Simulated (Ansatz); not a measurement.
We consider CaO (model structure, F-43m, No. 216, 2 atoms in the cell), described by r²SCAN in Ansatz (plane waves, PAW).

Numerical settings: plane-wave cutoff 560 eV, 12×12×12 k mesh, Fermi–Dirac smearing 0.01 eV, scalar-relativistic PAW data made under PBE.

The cell is the one relaxed with PBEsol. Conventional cell: a = 5.1798 Å, b = 5.1798 Å, c = 5.1798 Å, α = 90.00°, β = 90.00°, γ = 90.00°.

```yaml
crystal:
  lattice:
    - [0.00000, 2.58989, 2.58989]
    - [2.58989, 0.00000, 2.58989]
    - [2.58989, 2.58989, 0.00000]
  atoms:
    - { symbol: Ca, position: [0.00000, 0.00000, 0.00000] }
    - { symbol: O, position: [0.25000, 0.25000, 0.25000] }
```

### Question
List the 8 lowest band energies at Γ above −25 eV (eV, relative to the valence band maximum), grouping those that round alike.

### Answer
At Γ: -18.53 (×3), -15.78, -0.65 (×3), 3.83.

Note: the relaxation could raise the start's symmetry but not lower it, so the cell can be a saddle point; cell and atoms aren't relaxed at this level (pressure 1.6 GPa).

A model structure was made by putting elements into a prototype or built by hand; it is no filed structure, need not be a known phase, and can be a saddle point held by its symmetry.

Ansatz is a first-principles code.
